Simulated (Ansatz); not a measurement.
Start from CdGa2Se4 (space group I-4, No. 82; a = 5.726 Å, c = 10.781 Å). Axes: x, y, z lie along a, b, c of the conventional cell.

Computed with Ansatz (a quantum-chemistry and plane-wave program) PBEsol, no spin-orbit coupling.

Base values:

The electron mass is 0.18 mₑ along c, 0.11 mₑ across (at Γ).

Now apply this change: the cell is stretched by 3.00 % along z with no lateral relaxation; the atoms relax in the strained cell.

Problem. What happens to the electron mass?

Solution. The electron mass goes from 0.18 mₑ along c, 0.11 mₑ across (at Γ) to 0.16 mₑ along z, 0.12 mₑ across (at Γ).

Problem. What does the calculation give for the energy relative to the base after the change?

Solution. The energy grows by 3.7 meV/atom.

The levels and masses belong to the bands next to the band gap. Masses are band curvatures over ±0.01 Å⁻¹ around the edge. Stability against distortions was not tested.
